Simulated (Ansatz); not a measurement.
PBE-D3(BJ) against r2SCAN+rVV10: hypothetical CdI2 type CeO2, pressure 10 GPa

Base system: CeO2 in the CdI2 type structure (space group P-3m1, No. 164; a = 3.601 Å, c = 4.525 Å; a hypothetical phase, not in the database extracts checked).

(Cell as relaxed with PBE-D3(BJ).)

Levels (all Ansatz, an electronic-structure program, PAW): PBE-D3(BJ) (420 eV, scalar-relativistic without spin-orbit coupling); r2SCAN+rVV10 (500 eV, no SOC).

Each level relaxes its own structure.

| base | PBE-D3(BJ) | r2SCAN+rVV10 |
|---|---|---|
| volume per atom | 16.94 Å³ | 16.44 Å³ |
| lattice parameter a | 3.601 Å | 3.594 Å |
| band gap | 2.25 eV | 2.52 eV |

Perturbation: a hydrostatic pressure of 10 GPa.

```
quantity                       PBE-D3(BJ)  r2SCAN+rVV10
-----------------------------  ----------  ------------
smallest direct gap               2.17 eV             ?
band gap                          2.01 eV             ?
shortest interatomic distance     2.239 Å             ?
```

Task: Predict the r2SCAN+rVV10 column.

Result: 
- smallest direct gap, r2SCAN+rVV10: 2.42 eV
- band gap, r2SCAN+rVV10: 2.27 eV
- shortest interatomic distance, r2SCAN+rVV10: 2.237 Å

PBE-D3(BJ)'s smallest direct gap lies 0.25 eV below r2SCAN+rVV10's; PBE-D3(BJ)'s band gap lies 0.255 eV below r2SCAN+rVV10's; PBE-D3(BJ)'s shortest interatomic distance lies 0.002 Å above r2SCAN+rVV10's (0.1 %). Neither level is exact; r2SCAN+rVV10 is the comparison here, not a measurement.

Load acts through the strain it causes; cell and atoms are relaxed under it. No phonon test of stability was made. No other phases were tried under pressure. Starting moments died away, wholly or in part, for the base; another magnetic solution may exist. All final runs are without spin polarisation.
